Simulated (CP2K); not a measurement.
A self-consistent single point of PbF2 (Fm-3m, 3 atoms in the cell) with CP2K.

Level of theory: PBE, GPW, DZVP-MOLOPT-SR-GTH basis, GTH-PBE potentials (GTH_POTENTIALS) (CP2K).

The change in words: lattice scaled by 0.98. Reference geometry:
```
CELL_PARAMETERS angstrom
      4.12837     0.00000     0.00000
      2.06419     3.57528     0.00000
      2.06419     1.19176     3.37080
ATOMIC_POSITIONS crystal
  Pb 0.00000 0.00000 0.00000
  F  0.75000 0.75000 0.75000
  F  0.25000 0.25000 0.25000
```

Reference input (self-consistent single point, DFT PBE, GPW, DZVP-MOLOPT-SR-GTH basis, GTH-PBE potentials (GTH_POTENTIALS)): CUTOFF = 550 Ry; REL_CUTOFF = 50 Ry; KPOINTS/SCHEME = MACDONALD 10 10 10 0.05 0.05 0.05; XC_FUNCTIONAL = PBE; Pb/BASIS_SET = DZVP-MOLOPT-SR-GTH-q4; Pb/POTENTIAL = GTH-PBE-q4; F/BASIS_SET = DZVP-MOLOPT-SR-GTH-q7; F/POTENTIAL = GTH-PBE-q7; METHOD = GPW; EPS_DEFAULT = 1e-11; NGRIDS = 5; SCF_GUESS = ATOMIC. This run's input differs from it in these lines:

```diff
@@ -59,5 +59,5 @@
     &CELL
-      A 4.12837400 0.00000000 0.00000000
-      B 2.06418700 3.57527600 0.00000000
-      C 2.06418700 1.19175900 3.37080300
+      A 4.04580600 0.00000000 0.00000000
+      B 2.02290300 3.50377100 0.00000000
+      C 2.02290300 1.16792400 3.30338700
       PERIODIC XYZ
@@ -66,4 +66,4 @@
       Pb       0.00000000     0.00000000     0.00000000
-      F        6.19256100     3.57527625     2.52810225
-      F        2.06418700     1.19175875     0.84270075
+      F        6.06870900     3.50377125     2.47754025
+      F        2.02290300     1.16792375     0.82584675
     &END COORD
```

Output, abridged:

```
 SCF WAVEFUNCTION OPTIMIZATION

  Step     Update method      Time    Convergence         Total energy    Change
     1 NoMix/Diag. 0.20E+00      -     0.56010767       -52.0664306205 -5.21E+01
     2 Broy./Diag. 0.20E+00      -     0.03796091       -48.4957547182  3.57E+00
     3 Broy./Diag. 0.20E+00      -     0.10005918       -50.5826076743 -2.09E+00
     4 Broy./Diag. 0.20E+00      -     0.01894334       -52.2941094581 -1.71E+00
     5 Broy./Diag. 0.20E+00      -     0.04822333       -51.6995477243  5.95E-01
     6 Broy./Diag. 0.20E+00      -     0.00594904       -52.2033087109 -5.04E-01
   [... 6 lines left out ...]
    13 Broy./Diag. 0.20E+00      -     0.00009486       -52.1506886390 -4.46E-04
    14 Broy./Diag. 0.20E+00      -     0.00000316       -52.1508164664 -1.28E-04
    15 Broy./Diag. 0.20E+00      -     0.00001098       -52.1507688073  4.77E-05
    16 Broy./Diag. 0.20E+00      -     0.00000032       -52.1507696665 -8.59E-07
  *** SCF run converged in    16 steps ***

  Overlap energy of the core charge distribution:               0.00000000003842
  Self energy of the core charge distribution:               -135.93420417894765
  Core Hamiltonian energy:                                     37.90769294503762
  Hartree energy:                                              56.30774426333249
  Exchange-correlation energy:                                -10.43200269592412

  Total energy:                                               -52.15076966646323

                     Mulliken Population Analysis

 #  Atom  Element  Kind  Atomic population                           Net charge
       1     Pb       1          2.715133                              1.284867
       2     F        2          7.642434                             -0.642434
   [... lines left out ...]

 STRESS| Analytical stress tensor [bar]
 STRESS|                        x                   y                   z
 STRESS|      x        1.34801020149E+05   1.66241843171E+02   1.17550744558E+02
 STRESS|      y        1.66241843171E+02   1.34608143190E+05   6.78090307918E+01
 STRESS|      z        1.17550744558E+02   6.78090307918E+01   1.34560788622E+05
 STRESS| 1/3 Trace                                             1.34656650653E+05
```

The run converged in 16 iterations. Against the reference run the free energy rises by 60.6 meV/atom, the pressure goes from 6.78 to 13.47 GPa and the gap on the mesh goes from 4.350 to 4.325 eV.

The starting cell comes from a database of computed structures (which also holds hypothetical and non-ambient phases and stackings), without a prior relaxation at this level. Its lattice was rescaled by a random factor within 2.5 % of one. For this run, on top of that: lattice scaled by 0.98. Spin-orbit coupling is off. Values carry the incompleteness of an atom-centred basis. With a pressure of about 13 GPa the cell is away from its equilibrium volume at this level.

Cost on one core of a shared machine: roughly 60 s.
